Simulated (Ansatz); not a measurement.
Results of r²SCAN in Ansatz (PAW) for NaBeH3 (Pm-3m, No. 221, 5 atoms in the cell; start mp-23729).

Settings: plane-wave cutoff 560 eV, 10×10×10 k mesh, Fermi–Dirac smearing 0.01 eV, scalar-relativistic PAW data made under PBE.

Cell (relaxed with PBEsol):

Space group Pm-3m (No. 221); a = b = c = 3.3256 Å, α = β = γ = 90.00°

```
atom  site  symmetry       x       y       z
----  ----  --------  ------  ------  ------
Na      1b      m-3m  0.5000  0.5000  0.5000
Be      1a      m-3m  0.0000  0.0000  0.0000
H       3d    4/mm.m  0.0000  0.0000  0.5000
```

Problem. Predict the band gap and smallest direct gap on the k points sampled.

Solution. 
band gap: 1.26 eV (indirect)
smallest direct gap on the k points sampled: 4.46 eV

Static lattice: no zero-point or thermal effects.

The result took about 10 core-seconds (a rough figure).

A start named mp-… is a Materials Project structure, which need not be a measured phase.

Ansatz is a first-principles code.
